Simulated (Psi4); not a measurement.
Psi4 1.11, unrestricted BP86/def2-svp: Zn(Et)(OH) cation (C[CH2][Zn][OH]), charge +1, multiplicity 2, 10 atoms. The geometry is a generated start, not checked to be a minimum at this level.

```
Quantity                                            Result
--------------------------  ------------------------------
task                                                energy
method                                                bp86
basis                                             def2-svp
memory                                                3 GB
maxiter                                                100
keys of the molecule block                     symmetry c1
scf_type                                      df (default)
guess                       auto, which took SAD (default)
scf_initial_accelerator                    adiis (default)
e_convergence                              1e-06 (default)
d_convergence                              1e-06 (default)
dft_radial_points                             75 (default)
dft_spherical_points                         302 (default)
basis functions                                        103
grid points                                         216357
```

```xyz
10

Zn     1.0461     0.6467     0.8967
C      0.3554    -0.6655    -0.4662
C     -0.9987    -0.2797    -1.0492
H      0.2617    -1.6218     0.0485
H      1.0632    -0.8088    -1.2785
H     -0.9467     0.6588    -1.5970
H     -1.7579    -0.1883    -0.2723
H     -1.3299    -1.0546    -1.7457
O      0.9046     1.3324     2.4868
H      1.4022     1.9808     2.9769
```

Charge 1 and multiplicity 2 are set for this test and not shown to be the ground state.

One run each on 2 threads. Values of diis_max_vecs tried: 3, 6, 10 (default), 20.

Question: Which value of diis_max_vecs needs the fewest SCF iterations, and what happens away from it?

Answer: Fewest SCF iterations: 10 (default) with 27. The count rises to 50 at 20. The run ends without SCF convergence in 100 iterations at 3.

| diis_max_vecs | SCF iterations | end |
|---|---|---|
| 3 | 100 | no convergence |
| 6 | 32 | same solution |
| 10 (default) | 27 | same solution |
| 20 | 50 | same solution |
